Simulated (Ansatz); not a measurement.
Consider the following.

```yaml
crystal:
  lattice:
    - [3.13044, 0.00000, 0.00000]
    - [1.56522, 2.71104, 0.00000]
    - [0.00000, 0.00000, 12.11345]
  atoms:
    - { symbol: Mo, position: [0.66667, 0.66667, 0.75000] }
    - { symbol: Mo, position: [0.33333, 0.33333, 0.25000] }
    - { symbol: S, position: [0.66667, 0.66667, 0.37980] }
    - { symbol: S, position: [0.33333, 0.33333, 0.87980] }
    - { symbol: S, position: [0.33333, 0.33333, 0.62020] }
    - { symbol: S, position: [0.66667, 0.66667, 0.12020] }
```

No spin polarisation.

Calculations: PBE-D3(BJ) (Ansatz, an electronic-structure program), without spin-orbit coupling. Γ-centred 12×12×3 mesh, Fermi–Dirac width 0.05 eV.

### Question
What is the computed pressure (mean of the normal stresses, compression positive)?

### Answer
1.15 GPa.

### Question
Predict the band gap.

### Answer
0.79 eV.

### Question
What smallest direct gap does the calculation give?

### Answer
1.77 eV.

### Question
What is the computed valence-band top at Γ (three highest levels, from the VBM)?

### Answer
0.00, -1.12, -1.32 eV.

The cells carry an imposed strain or load. No phonon test of stability was made. The cell was made from MoS₂ (space group P6_3/mmc, No. 194; layered, stacked along the Cartesian z axis) by this change: biaxial strain −0.60 %, plane normal [001], relaxed out of plane.
